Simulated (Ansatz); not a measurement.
Consider GaSb in the zinc blende structure (space group F-43m, No. 216; a = 6.134 Å). Axes: x, y, z lie along the cube axes.

Computed with r2SCAN (Ansatz, a first-principles code, PAW, spin-orbit coupling left out), earlier PAW set.

A first run, uniaxial strain ε_yy = −0.82 %, gives secant values C11 ≈ 87 GPa and C12 ≈ 38 GPa from its stress. A second run applies biaxial strain −2.16 %, plane normal [001], relaxed out of plane.

### Question
What does linear elasticity predict for −ε⊥/ε∥ in the second run, and what does the run give?

### Answer
Linear elasticity: 2 C12/C11 = 0.87. The run gives 0.84; any difference comes from nonlinear terms at these strains and numerical noise.

No phonon test of stability was made.
